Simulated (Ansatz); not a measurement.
AlP (F-43m), PBEsol, rigid bands run with Ansatz (an electronic-structure program): N_v = 9.97e19 cm⁻³ at 300 K and a hole conductivity mass of 0.602 mₑ.

**Question.** For 1e16 holes per cm³ at 300 K, place the Fermi level, estimate the Seebeck coefficient of a parabolic band with constant τ, and give mobility and conductivity for τ = 5 fs.

**Answer.** The level lies k_BT ln(N_v/p) = 0.238 eV above the valence-band maximum. S ≈ +(k_B/e)[ln(N_v/p) + 5/2] = 1009 μV/K, against 1000 μV/K from the full bands (mean over directions). μ = eτ/m = 14.6 cm²/(V·s) and σ = peμ = 0.0234 S/cm. τ is assumed, not computed.

Band transport and this doping are assumed; polarons and phonon drag are left out. Spin-orbit coupling is left out; where it splits the top of the valence band, N_v and the p-type Seebeck coefficient come out somewhat high without it.
